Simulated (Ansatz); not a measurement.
## How the equilibrium lattice constant a of As (model structure, from the lonsdaleite type, P6₃/mmc, No. 194) moves with the method

No measured value is used here.

```tsv
level (code)	value (Å)
LDA (Ansatz)	[?]
PBE (Ansatz)	4.614
PBEsol (Ansatz)	4.547
PBE-D3(BJ) (Ansatz)	4.551
r²SCAN (Ansatz)	[?]
r²SCAN+rVV10 (Ansatz)	4.565
```

Some entries are withheld; supply them.


- LDA (Ansatz, an electronic-structure program), value (Å): 4.513
- r²SCAN (Ansatz), value (Å): 4.586

Cutoffs differ between the levels. Ansatz's density-functional and Hartree–Fock values are scalar-relativistic unless marked +SOC, with PAW data made under PBE.

A model structure was made by putting elements into a prototype or built by hand; it is no filed structure, need not be a known phase, and can be a saddle point held by its symmetry.
